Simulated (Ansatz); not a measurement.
Be3N2 (Ia-3, No. 206), treated with LDA (PAW; Ansatz, a quantum-chemistry and plane-wave program).

Input:

Ansatz 0.2 input:
```yaml
crystal:
  lattice:
    - [-4.0694987604, 4.0694987604, 4.0694987604]
    - [4.0694987604, -4.0694987604, 4.0694987604]
    - [4.0694987604, 4.0694987604, -4.0694987604]
  atoms:
    - { symbol: Be, position: [0.525902717, 0.7661246808, 0.5314896549] }
    - { symbol: Be, position: [0.7346350259, 0.9944130621, 0.9685103451] }
    - { symbol: Be, position: [0.974097283, 0.5055869379, 0.2402219638] }
    - { symbol: Be, position: [0.7653649741, 0.7338753192, 0.2597780362] }
    - { symbol: Be, position: [0.5314896549, 0.525902717, 0.7661246808] }
    - { symbol: Be, position: [0.2597780362, 0.7653649741, 0.7338753192] }
    - { symbol: Be, position: [0.9685103451, 0.7346350259, 0.9944130621] }
    - { symbol: Be, position: [0.2402219638, 0.974097283, 0.5055869379] }
    - { symbol: Be, position: [0.7661246808, 0.5314896549, 0.525902717] }
    - { symbol: Be, position: [0.7338753192, 0.2597780362, 0.7653649741] }
    - { symbol: Be, position: [0.9944130621, 0.9685103451, 0.7346350259] }
    - { symbol: Be, position: [0.5055869379, 0.2402219638, 0.974097283] }
    - { symbol: Be, position: [0.474097283, 0.2338753192, 0.4685103451] }
    - { symbol: Be, position: [0.2653649741, 0.0055869379, 0.0314896549] }
    - { symbol: Be, position: [0.025902717, 0.4944130621, 0.7597780362] }
    - { symbol: Be, position: [0.2346350259, 0.2661246808, 0.7402219638] }
    - { symbol: Be, position: [0.4685103451, 0.474097283, 0.2338753192] }
    - { symbol: Be, position: [0.7402219638, 0.2346350259, 0.2661246808] }
    - { symbol: Be, position: [0.0314896549, 0.2653649741, 0.0055869379] }
    - { symbol: Be, position: [0.7597780362, 0.025902717, 0.4944130621] }
    - { symbol: Be, position: [0.2338753192, 0.4685103451, 0.474097283] }
    - { symbol: Be, position: [0.2661246808, 0.7402219638, 0.2346350259] }
    - { symbol: Be, position: [0.0055869379, 0.0314896549, 0.2653649741] }
    - { symbol: Be, position: [0.4944130621, 0.7597780362, 0.025902717] }
    - { symbol: N, position: [0.25, 0.2287313735, 0.9787313735] }
    - { symbol: N, position: [0.75, 0.2712686265, 0.5212686265] }
    - { symbol: N, position: [0.9787313735, 0.25, 0.2287313735] }
    - { symbol: N, position: [0.5212686265, 0.75, 0.2712686265] }
    - { symbol: N, position: [0.2287313735, 0.9787313735, 0.25] }
    - { symbol: N, position: [0.2712686265, 0.5212686265, 0.75] }
    - { symbol: N, position: [0.75, 0.7712686265, 0.0212686265] }
    - { symbol: N, position: [0.25, 0.7287313735, 0.4787313735] }
    - { symbol: N, position: [0.0212686265, 0.75, 0.7712686265] }
    - { symbol: N, position: [0.4787313735, 0.25, 0.7287313735] }
    - { symbol: N, position: [0.7712686265, 0.0212686265, 0.75] }
    - { symbol: N, position: [0.7287313735, 0.4787313735, 0.25] }
    - { symbol: N, position: [0.5, 0.5, 0.5] }
    - { symbol: N, position: [0.5, 0.0, 0.0] }
    - { symbol: N, position: [0.0, 0.5, 0.0] }
    - { symbol: N, position: [0.0, 0.0, 0.5] }
basis:
  ecutwfc: 520
  ecutrho_ratio: 4
  xc_grid: 2
kpoints:
  mp_grid: { grid: [6, 6, 6] }
hamiltonian:
  xc: lda
  dispersion: none
  pseudopotentials: { kind: paw }
scf:
  occupations: { method: fermi_dirac, width: 0.01 }
output:
  forces: true
  stress: true
  eigenvalues: true
relax:
  f_tol: 0.004
  escape_saddle: false
  max_steps: 80
```

Output (set-up and result lines):

```
WARN output.stress: scf.convergence.dr2_threshold = 1.6e-8 eV (the default of a walk held to its f_tol) is looser than the 4e-9 eV advised for a printed stress …
Relaxation: its limit of steps is 80 (relax.max_steps)
Crystal: 40 atoms, lattice volume = 269.577 Å³
Basis set: ecut = 520 eV, 7155 PW (Γ), exchange–correlation on 108×108×108 points (8 copies of the dense FFT grid, shifted against one another)
Bands: 104, of which v1, the nominal top of the filled ones, is band 64 counted from 1 (63 counted from 0)
Symmetry: 24 space group operations
Space group: Ia-3 (ITA 206), of the structure as read, at distance tolerance 6.5e-5 Å
k-points: 18 of 216
Functional: x = slater, c = lda
SCF iter   1: F=—  HF=-8148.604431 eV  |F-HF|=—  |Δ(HF+E_count)|=         —  Δρ=7.57e-3  dr2=1.40e-1
SCF iter   2: F=—  HF=-8148.555429 eV  |F-HF|=—  |Δ(HF+E_count)|=   4.90e-2  Δρ=3.22e-3  dr2=1.28e-2
  ...
SCF 1 converged in 6 iterations: F = -8148.548678 eV  dr2 = 2.65e-7
Crystal: 40 atoms, lattice volume = 269.577 Å³
Initial density: handed on by an earlier stage of this run
  ...
  atom  18  Be    -0.00017473    -0.00022213    -0.00010457
  atom  19  Be     0.00017473    -0.00022213     0.00010457
  atom  20  Be    -0.00017473     0.00022213     0.00010457
  atom  21  Be    -0.00010457     0.00017473     0.00022213
  atom  22  Be    -0.00010457    -0.00017473    -0.00022213
  atom  23  Be     0.00010457     0.00017473    -0.00022213
  atom  24  Be     0.00010457    -0.00017473     0.00022213
  atom  25  N     -0.00019213     0.00000000     0.00000000
  atom  26  N      0.00019213     0.00000000     0.00000000
  atom  27  N      0.00000000    -0.00019213     0.00000000
  atom  28  N     -0.00000000     0.00019213     0.00000000
  atom  29  N     -0.00000000     0.00000000    -0.00019213
  atom  30  N     -0.00000000    -0.00000000     0.00019213
  atom  31  N      0.00019213     0.00000000    -0.00000000
  atom  32  N     -0.00019213     0.00000000    -0.00000000
  atom  33  N     -0.00000000     0.00019213    -0.00000000
  atom  34  N      0.00000000    -0.00019213    -0.00000000
  atom  35  N     -0.00000000    -0.00000000     0.00019213
  atom  36  N      0.00000000     0.00000000    -0.00019213
  atom  37  N      0.00000000    -0.00000000    -0.00000000
  atom  38  N      0.00000000    -0.00000000     0.00000000
  atom  39  N      0.00000000    -0.00000000     0.00000000
  atom  40  N      0.00000000    -0.00000000    -0.00000000
--- Stress (GPa, compression-positive) ---
       -8.540544      -0.000000       0.000000
       -0.000000      -8.540544       0.000000
        0.000000       0.000000      -8.540544
  P = ⅓ Tr σ = -8.5405 GPa (-85.405 kbar)
```

The cell is one volume of an energy–volume scan, off the minimum.

The PAW data were made under PBE.

Cost on a shared machine: very roughly 4 core-minutes.
